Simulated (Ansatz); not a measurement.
Ni on the 1x1 (10-10) surface of wurtzite AlN (cut with top plane Al + N), one in a 2x1 cell, energies for each (31.4 Å²). Energies are against an atom of fcc Ni, ferromagnetic, without zero-point or thermal terms; each row is named by its start (#2, #3: further inequivalent places of a kind).

Host crystal: wurtzite AlN, with a band gap (PBE, scalar-relativistic without spin-orbit coupling).

Level of theory: PBE (plane waves to 420 eV, PAW; Ansatz, a quantum-chemistry and plane-wave program).

Slab: 33 atoms, 8.9 Å thick at the start under the adsorbate (thin: gaps and levels are the slab's own); k 3x4x1, smearing 0.01 eV, dipole-corrected; 16 atoms held, the rest relaxed; each run with such symmetry as its start has; spin-polarised, no spin-orbit, no U, no dispersion correction.

A negative adsorption energy means that the adsorbate is more stable on the surface than in its reference. Starts that drift may end in the same place. Heights count from the host atoms within 0.3 Å of the top one. Moments of ungapped slabs depend on the mesh.

```tsv
starting site	E_ads (eV)	height (Å)	nearest host atom (Å)	bonded to	change of the vacuum step (eV)	lateral drift (Å)	moment (μB)
top N	1.97	1.79	N 1.80	Al + N	-0.56	0.4	0.0
top Al	1.97	1.78	N 1.80	Al + N	-0.55	1.3	0.0
top Al #2	2.03	1.27	N 2.00	3 Al + 2 N	0.24	1.0	0.1
hollow Al-Al-N-N	1.99	1.30	N 2.01	3 Al + 2 N	0.21	0.6	0.0
hollow beside Al	___	1.46	N 1.82	3 Al + N	-0.60	0.8	0.0
bridge Al-Al-Al-N (span 3.1 Å)	2.03	1.27	N 2.00	3 Al + 2 N	0.23	0.6	0.1
```

Question: Fill in the missing entries.

Answer: 
- hollow beside Al, E_ads (eV): 1.73
